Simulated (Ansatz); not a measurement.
The reference is Mg in the hcp (Mg type) structure (space group P6_3/mmc, No. 194; a = 3.175 Å, c = 5.163 Å; relaxed with 0.1 eV smearing). Axes: x lies along a and z along c of the hexagonal cell.

Method: PBEsol in Ansatz (plane waves to 420 eV, PAW, scalar-relativistic without spin-orbit coupling).

One thing is altered: uniaxial strain ε_zz = +0.50 %, all other strain components held at zero, atoms relaxed at fixed cell.

Task: What happens to the stress?

Result: The stress (xx, yy, zz, yz, xz, xy; compression positive) is (-0.1, -0.1, -0.3, 0.0, 0.0, 0.0) GPa.

Task: How does this affect the energy relative to the base?

Result: The energy stays essentially unchanged.

Whether these cells are dynamically stable was not tested.

Ansatz is a first-principles code.
